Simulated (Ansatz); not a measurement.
# A computed series for VBiO4: pressure series

The reference is VBiO₄ (space group I4_1/a, No. 88; a = 5.166 Å, c = 11.779 Å).

Cell and atoms are relaxed at each pressure.

Level of theory: Ansatz (a quantum-chemistry and plane-wave program), PBE, PAW, cutoff 420 eV, no spin-orbit coupling.

Candidates:
(a) pressure 0.9 GPa
(b) pressure 4.5 GPa
(c) pressure 9 GPa
(d) pressure −2 GPa
(e) pressure −1 GPa

For the base:

| Quantity | Value |
|---|---|
| Band gap | 2.25 eV |

Task: Order them by band gap, lowest first.

Result: (c) pressure 9 GPa (2.04 eV), (b) pressure 4.5 GPa (2.14 eV), (a) pressure 0.9 GPa (2.23 eV), (e) pressure −1 GPa (2.27 eV), (d) pressure −2 GPa (2.29 eV)

With Bi present, leaving out spin-orbit coupling can change the band edges. Load acts through the strain it causes; cell and atoms are relaxed under it. Whether these cells are dynamically stable was not tested. No other phases were tried under pressure. Starting moments died away, wholly or in part, for the base; another magnetic solution may exist. All final runs are without spin polarisation.
